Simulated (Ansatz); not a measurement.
For Zr2Ni (I4/mcm, No. 140), LDA (PAW; Ansatz, a program for electronic structure) gives:

lattice parameter a: 6.370 Å
lattice parameter c: 5.080 Å

Question: What does PBEsol (PAW; Ansatz) give for the same quantities?

Answer: 
- lattice constant a: 6.429 Å (increases by 0.9 %)
- lattice parameter c: 5.142 Å (rises by 1.2 %)

Changes are worked out from the printed values.

Unless a cell is named, each level is at its own relaxed cell (LDA 17.18, PBEsol 17.71 Å³/atom).

The crystal itself was run without spin with LDA, PBEsol.

Ansatz's density-functional and Hartree–Fock values are scalar-relativistic unless marked +SOC, with PAW data made under PBE.
